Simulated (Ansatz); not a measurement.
For Al₂Cu (model structure, started from the Al2Cu type, I4/mcm, No. 140, 6 atoms in the cell), PBE-D3(BJ) in Ansatz (plane waves, PAW) gives:

- equilibrium lattice constant a: 5.969 Å
- c axis length: 4.804 Å

Problem. What does r²SCAN+rVV10 in Ansatz (plane waves, PAW) give for the same quantities?

Solution. 
- lattice constant a: 5.986 Å (grows by 0.3 %)
- lattice parameter c: 4.794 Å (falls by 0.2 %)

Changes are worked out from the printed values.

Unless a cell is named, each level is at its own relaxed cell (PBE-D3(BJ) 14.26, r²SCAN+rVV10 14.32 Å³/atom).

Ansatz's density-functional and Hartree–Fock values are scalar-relativistic unless marked +SOC, with PAW data made under PBE.

A model structure was made by putting elements into a prototype or built by hand; here it ended with the formula and space group of a phase in our tables.

Ansatz is a program for electronic structure.
